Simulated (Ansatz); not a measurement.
The parent structure is CdSe in the zinc blende structure (space group F-43m, No. 216; a = 6.196 Å).

All numbers come from Ansatz (a program for electronic structure), PBE, PAW, cutoff 420 eV, spin-orbit coupling left out.

Base values:

The gap character comes out as direct at Γ. The volume per atom is 29.74 Å³.

The change: S takes the place of Se on all its sites, then cell and atoms are relaxed.

Predict the new gap character and volume per atom.

The gap character is still direct at Γ; the volume per atom drops by 3.71 Å³ to 26.03 Å³.

No phonon test of stability was made.
